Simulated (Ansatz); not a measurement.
TiAl: pressure series

Consider TiAl (space group P4/mmm, No. 123; a = 2.824 Å, c = 4.071 Å).

Cell and atoms are relaxed at each pressure.

Calculations: DFT with PBE, PAW potentials and a 420 eV plane-wave cutoff in Ansatz (an electronic-structure program), no SOC, earlier PAW set.

| P (GPa) | V (Å³/atom) |
|---|---|
| -2.01 | 16.533 |
| -1.01 | 16.380 |
| 0.89 | 16.107 |
| 2.09 | 15.947 |
| 4.50 | 15.645 |
| 9.00 | 15.146 |
| 15.00 | 14.581 |
| 22.50 | 13.989 |
| 30.00 | 13.489 |

Problem. Fit a third-order Birch–Murnaghan equation of state.

Solution. Least squares on P(V) = (3B₀/2)[(V₀/V)^(7/3) − (V₀/V)^(5/3)]·[1 + (3/4)(B₀′ − 4)((V₀/V)^(2/3) − 1)] gives V₀ = 16.23 Å³/atom, B₀ = 114 GPa and B₀′ = 3.8.

Load acts through the strain it causes; cell and atoms are relaxed under it. Stability against distortions was not tested. Competing high-pressure phases were not computed. All final runs are without spin polarisation.
